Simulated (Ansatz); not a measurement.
## Effect of biaxial strain −0.50 %, plane normal [001], relaxed out of plane on MgB2

Take MgB2 (space group P6/mmm, No. 191; a = 3.064 Å, c = 3.498 Å; relaxed with 0.1 eV smearing) as the base. Axes: x lies along a and z along c of the hexagonal cell.

Now apply this change: compressive biaxial strain of 0.50 % in the plane normal to [001], as in epitaxy on a mismatched substrate; the out-of-plane cell vector and the atoms relax.

All numbers come from plane-wave PAW DFT at the PBEsol level (Ansatz, a first-principles code, 420 eV), no SOC. Settings: 22×22×17 k-points, 0.1 eV Fermi–Dirac smearing.

- Volume per atom: 9.40 Å³ (base 9.48 Å³)
- Space group: P6/mmm (No. 191) (base P6/mmm (No. 191))
- Shortest interatomic distance: 1.760 Å (base 1.769 Å)
- Pressure (mean of the normal stresses, compression positive): 1.7 GPa (base 0.0 GPa)
- Band gap: zero (base zero)
- Out-of-plane strain: +0.14 %
- Mean in-plane stress (compression positive): +2.5 GPa

Stability against distortions was not tested. The final runs are not spin-polarised.
